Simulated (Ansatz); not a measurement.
# GaP, response to strain

Take GaP in the zinc blende structure (space group F-43m, No. 216) as the base.

```yaml
crystal:
  lattice:
    - [0.00000, 2.69570, 2.69570]
    - [2.69570, 0.00000, 2.69570]
    - [2.69570, 2.69570, 0.00000]
  atoms:
    - { symbol: Ga, position: [0.00000, 0.00000, 0.00000] }
    - { symbol: P, position: [0.25000, 0.25000, 0.25000] }
```

Strains are applied to the cell and any free atomic positions relax.

Level of theory: Ansatz (an electronic-structure program), LDA, PAW, cutoff 420 eV, no SOC.

Candidates:
(a) isotropic strain −0.50 %
(b) isotropic strain +3.00 %
(c) isotropic strain −2.50 %
(d) isotropic strain +1.50 %

Notes on the quantities. energy relative to the base: free energy F.

Order them by energy relative to the base, highest first.

(b) isotropic strain +3.00 % (+40 meV/atom), (c) isotropic strain −2.50 % (+34 meV/atom), (d) isotropic strain +1.50 % (+11 meV/atom), (a) isotropic strain −0.50 % (+1.2 meV/atom)

Whether these cells are dynamically stable was not tested.
